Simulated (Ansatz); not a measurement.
The starting structures come from a database of crystals and need not be the phases stable at ambient conditions.

 Where the default PAW files enter, the runs use the earlier of Ansatz's two default sets.

Here is the system:

```
CELL_PARAMETERS angstrom
      4.00390     0.00000     0.00000
      0.00000     4.00390     0.00000
      0.00000     0.00000     5.62318
ATOMIC_POSITIONS crystal
  Zn 0.00000 0.00000 0.00000
  Sn 0.50000 0.50000 0.50000
  P  0.00000 0.50000 0.22706
  P  0.50000 0.00000 0.77294
```

Space group of this cell: P-4m2. The cell is taken as given.

The numbers are results of r2SCAN (plane waves, PAW; Ansatz, a quantum-chemistry and plane-wave program), not measurements.

The current runs along the normal of the first two printed vectors; no spin-orbit coupling. Scaled by the factor s: all lengths (ions clamped). Meshes 8×8×6 and 8×8 across the current in all rows.

```json
[
 {"s": "0.98", "mean pressure (GPa)": "5.5", "band gap (eV)": "1.05"},
 {"s": "1.00", "mean pressure (GPa)": "0.2", "band gap (eV)": "0.87"},
 {"s": "1.02", "mean pressure (GPa)": "-3.8", "band gap (eV)": "?"}
]
```

### Question
Take the slope of the band gap against ln s from the two given rows, extrapolate to s = 1.02, and say what the run there gives.

### Answer
Slope = (1.05 − 0.87) / ln 0.98 = -8.91 eV. The line gives 0.87 + (-8.91) × ln 1.02 = 0.69 eV. The run gives 0.66 eV, 0.03 eV under the line, 19 % of the predicted step.
